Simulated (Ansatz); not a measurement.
An Ansatz (a program for electronic structure) run: WSi2 with a change (pressure −1 GPa); PBEsol/PAW in Ansatz, spin-orbit coupling left out.

Input:

Ansatz 0.2 input:
```yaml
crystal:
  lattice:
    - [-1.6012964707, 1.6012964707, 3.907837337]
    - [1.6012964707, -1.6012964707, 3.907837337]
    - [1.6012964707, 1.6012964707, -3.907837337]
  atoms:
    - { symbol: Si, position: [0.6654719849, 0.6654719849, 0] }
    - { symbol: Si, position: [0.3345280151, 0.3345280151, 0] }
    - { symbol: W, position: [0, 0, 0] }
basis: { ecutwfc: 420, ecutrho_ratio: 4, xc_grid: 2, fft_grid_basis: typed }
kpoints: { mp_grid: { grid: [20, 20, 20] } }
hamiltonian:
  xc: pbesol
  dispersion: none
  pseudopotentials: { kind: paw }
scf: { occupations: { method: fermi_dirac, width: 0.05 } }
relax: { f_tol: 0.01, max_steps: 60, cell: { stress_tol: 0.02, p_target: -1.0 } }
output: { forces: true, stress: true }
checkpoint: { write: state.ck, write_every: 1000 }
```

Output (explanatory and most iteration lines left out):

```
Relaxation: its limit of steps is 60 (relax.max_steps)
Pseudopotential: Si, paw, valence charge 4
Pseudopotential: W, paw, valence charge 14
Crystal: 3 atoms, lattice volume = 40.081 Å³
Basis set: ecut = 420 eV, 769 PW (Γ), exchange–correlation on 64×64×64 points (8 copies of the dense FFT grid, shifted against one another)
Bands: 15, of which v1, the nominal top of the filled ones, is band 11 counted from 1 (10 counted from 0)
Symmetry: 16 space group operations
Space group: I4/mmm (ITA 139), of the structure as read, at distance tolerance 3.4e-5 Å
k-points: 641 of 8000
Functional: x = pbesol(κ = 0.804, μ = 0.12345679012345678), c = pbesol(β = 0.046)
SCF iter   1: F=—  HF=-11500.898367 eV  |F-HF|=—  |Δ(HF+E_count)|=         —  Δρ=4.44e-3  dr2=6.46e-3  ethr=1.77e-3  ⟨swp⟩=5.4  Hψ=56433  notcnv=0
SCF iter   2: F=—  HF=-11500.897420 eV  |F-HF|=—  |Δ(HF+E_count)|=   9.47e-4  Δρ=2.29e-3  dr2=1.07e-3  ethr=2.93e-5  ⟨swp⟩=1.0  Hψ=14760  notcnv=0
SCF 1 converged in 6 iterations: F = -11500.897330 eV  dr2 = 1.17e-9
relax step   1: F+E_penalty+E_count = -11500.89732963 eV  Δ(F+E_penalty+E_count) = +0.000e0 eV  max|allowed force component| = 3.010e-6 eV/Å  Δτ_max = 0.0000 Å  P = -0.000 GPa  Ω = 40.081 Å³  (6 SCF iters, dr2 threshold 1.00e-7 eV, accepted)
[... steps on the carried basis left out ...]
relax step   4: F+E_penalty+E_count = -11500.89678220 eV  Δ(F+E_penalty+E_count) = -5.251e-5 eV  max|allowed force component| = 3.906e-3 eV/Å  Δτ_max = 0.0000 Å  P = -1.002 GPa  Ω = 40.256 Å³  stress off target by 7.06e-3 GPa  SCF on the basis re-selected at this cell (its energy is not comparable with the rows above)  (5 SCF iters)
SCF converged after 5 iterations
Free energy (F): -11500.896782 eV
Internal energy: -11500.894782 eV  (E = F + TS)
E sigma→0 (E₀):  -11500.895782 eV
Entropy (-TS):   -0.002000 eV (-0.667 meV/atom)
Fermi energy:    16.708242 eV
--- Forces (eV/Å), atoms counted from 1 ---
  atom   1  Si     0.00000000    -0.00000000    -0.00390600
  atom   2  Si     0.00000000     0.00000000     0.00390600
  atom   3  W      0.00000000     0.00000000     0.00000000
--- Stress (GPa, compression-positive) ---
       -1.000142       0.000000       0.000000
        0.000000      -1.000142      -0.000000
       -0.000000       0.000000      -1.007062
  P = ⅓ Tr σ = -1.0024 GPa (-10.024 kbar)
--- Relaxed structure (3 steps of the walk, 3 accepted, 1 SCFs on fresh bases) ---
  cell:  # Å, volume = 40.2560 Å³
    - [-1.6037839676316936, 1.6037839676316936, 3.9127236804705885]
    - [1.6037839676316936, -1.6037839676316936, 3.9127236804705885]
    - [1.6037839676316936, 1.6037839676316936, -3.9127236804705885]
  atoms:
    - { symbol: Si, position: [0.6654252382894454, 0.6654252382894454, -2.0024198104179982e-35] }
    - { symbol: Si, position: [0.3345747617105546, 0.3345747617105546, -1.848277024478671e-35] }
    - { symbol: W, position: [-4.624050248202986e-21, -4.624050248202952e-21, 3.1007925320055116e-35] }
```

Load acts through the strain it causes; cell and atoms are relaxed under it. No phonon test of stability was made. All final runs are without spin polarisation. The cell was made from WSi2 (space group I4/mmm, No. 139) by this change: pressure −1 GPa.
